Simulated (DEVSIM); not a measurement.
**Si n+/n-/n+ resistor**

Structure: Si n+/n-/n+ resistor, at 300 K.

| layer (left to right) | material | thickness (μm) | Nd (cm⁻³) | τn (s) | τp (s) |
|---|---|---|---|---|---|
| 1 | Si | 0.120 | 1.3e18 | 1.6e-7 | 1.6e-7 |
| 2 | Si | 0.580 | 9.2e14 | 1.6e-7 | 1.6e-7 |
| 3 | Si | 0.790 | 1.1e19 | 1.6e-7 | 1.6e-7 |

Left contact: ohmic. Right contact: ohmic. Voltage is applied to the left contact. Recombination: SRH at mid-gap. Mobility is μmin + (μ − μmin)/(1 + (N/Nref)^α).

Constants are typed, rounded textbook-type inputs, not results; the design itself was drawn at random and stands for no fabricated device. Values at 300 K.

```csv
parameter,Si
gap (eV),1.124
affinity (eV),4.05
permittivity,11.7
Nc (cm⁻³),2.86e19
Nv (cm⁻³),3.1e19
μn (cm²/Vs),1417
μp (cm²/Vs),470
"μn,min",52
"μp,min",45
"Nref,n",9.7e16
"Nref,p",2.2e17
αn,0.68
αp,0.72
```

Model (solved in DEVSIM): 1D drift-diffusion, Boltzmann statistics, complete ionisation; no tunnelling, impact ionisation, image-force lowering or self-heating.

Dark forward current:

```tsv
V (V)	J (A/cm²)
0.05	530
0.20	2300
0.35	4300
0.50	6800
0.65	9700
0.80	13000
0.95	17000
1.10	21000
1.25	25000
1.40	30000
1.55	35000
1.70	40000
1.85	46000
2.00	53000
```
